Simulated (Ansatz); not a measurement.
Antifluorite Be2C, treated with PBE0 (Ansatz, a quantum-chemistry and plane-wave program, plane waves, PAW).

Settings: plane-wave cutoff 500 eV, 8×8×8 k mesh, gaussian smearing 0.02 eV, scalar-relativistic PAW data made under PBE.

The cell is the one relaxed with PBEsol: a = b = c = 4.3106 Å, α = β = γ = 90.00°.

### Question
Give the computed band gap.

### Answer

- band gap = 2.60 eV (on the SCF k mesh)

Note: cell and atoms aren't relaxed at this level (pressure -0.7 GPa).

Computed values are for the static lattice.

Computing time: about 22 core-seconds (a rough figure).
